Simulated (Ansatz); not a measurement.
**Carrier properties of BeS (F-43m)**

Data:

```
CELL_PARAMETERS angstrom
      0.00000     2.34962     2.34962
      2.34962     0.00000     2.34962
      2.34962     2.34962     0.00000
ATOMIC_POSITIONS crystal
  Be 0.00000 0.00000 0.00000
  S  0.75000 0.75000 0.75000
```

All values below come from PBEsol with spin-orbit coupling, rigid bands (plane waves, PAW; Ansatz, an electronic-structure program). Condition of this run: hydrostatic pressure 10 GPa (the target of the relaxation). Cell: cell and atoms relaxed with PBEsol, then loaded as said.

```yaml
band_gap: 2.66 eV
electron conductivity mass (300 K, dilute): 0.35 mₑ
hole conductivity mass (300 K, dilute): 0.70 mₑ
effective density of states N_c (300 K): 1.9e19 cm⁻³
effective density of states N_v (300 K): 3.9e19 cm⁻³
density_of_states_mass_electrons: 0.82 mₑ
density_of_states_mass_holes: 1.33 mₑ
Seebeck coefficient, n-type 1e19 cm⁻³, 300 K: -270 μV/K
best n-type power factor at 300 K for τ = 10 fs (best axis; densities from 1e16 to 1e21 cm⁻³ tried, whether or not they can be reached): 8.3 μW/(cm·K²) at 1e20 cm⁻³
Seebeck coefficient, p-type 1e19 cm⁻³, 300 K: 360 μV/K
best p-type power factor at 300 K for τ = 10 fs (best axis; densities from 1e16 to 1e21 cm⁻³ tried, whether or not they can be reached): 16.5 μW/(cm·K²) at 3e20 cm⁻³
```

Rigid bands; masses and Seebeck coefficients take one relaxation time τ for all states and one kind of carrier; polarons and phonon drag are left out.
